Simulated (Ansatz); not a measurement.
# FeS2, pressure series

Consider FeS₂ (space group Pnnm, No. 58; a = 4.367 Å, b = 5.333 Å, c = 3.344 Å; non-magnetic).

Cell and atoms are relaxed at each pressure.

Method: PBEsol (Ansatz, a program for electronic structure), no SOC, earlier PAW set.

Candidates:
(a) pressure 7.5 GPa
(b) pressure 3 GPa
(c) pressure −2 GPa

Base values:

| Quantity | Result |
|---|---|
| Band gap | 0.91 eV |

Order them by band gap, lowest first.

(c) pressure −2 GPa (0.89 eV), (b) pressure 3 GPa (0.95 eV), (a) pressure 7.5 GPa (1.01 eV)

Load acts through the strain it causes; cell and atoms are relaxed under it. Whether these cells are dynamically stable was not tested. No other phases were tried under pressure. Starting moments died away, wholly or in part, for the base; another magnetic solution may exist. The final runs are not spin-polarised.
